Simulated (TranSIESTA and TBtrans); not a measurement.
Sn chain with one S atom inserted

System: Sn chain with one S atom inserted. Leads: straight Sn chain, spacing 2.612 Å. Geometry: 3 atoms about the centre moved by SIESTA (PBE, DZP) to a largest force of 0.02 eV/Å, all others as built, motion along the axis alone.

TranSIESTA and TBtrans, PBE, DZP numerical orbitals (energy shift 0.15 eV), PseudoDojo norm-conserving scalar-relativistic potentials, mesh cutoff 200 Ry, 300 K, no spin polarisation, no spin-orbit coupling; self-consistent non-equilibrium Green functions.

- Conductance at 300 K (G0 = 2e²/h): 2.28
- Mean T from −0.5 to 0.5 eV: 2.17

Energies count from the leads' Fermi level. Transmissions are for one spin of a degenerate pair. The energy step is 0.01 eV; narrower resonances are cut or missed.

| E (eV) | T | lead channels |
|---|---|---|
| -2.00 | 0.98 | 1 |
| -1.80 | 0.95 | 1 |
| -1.60 | 0.92 | 1 |
| -1.40 | 0.90 | 1 |
| -1.20 | 0.88 | 1 |
| -1.00 | 0.89 | band edge |
| -0.80 | 1.14 | 3 |
| -0.60 | 1.47 | 3 |
| -0.40 | 1.84 | 3 |
| -0.20 | 2.13 | 3 |
| 0.00 | 2.28 | 3 |
| 0.20 | 2.32 | 3 |
| 0.40 | 2.30 | 3 |
| 0.60 | 2.25 | 3 |
| 0.80 | 2.18 | 3 |
| 1.00 | 2.11 | 3 |
| 1.20 | 2.06 | 3 |
| 1.40 | 2.01 | 3 |
| 1.60 | 1.97 | 3 |
| 1.80 | 1.94 | 3 |
| 2.00 | 1.90 | 3 |

The straight chain is held at its spacing; free chains may zigzag or dimerise. No spin-polarised start was tried, so a magnetic state, if there is one, is missed.
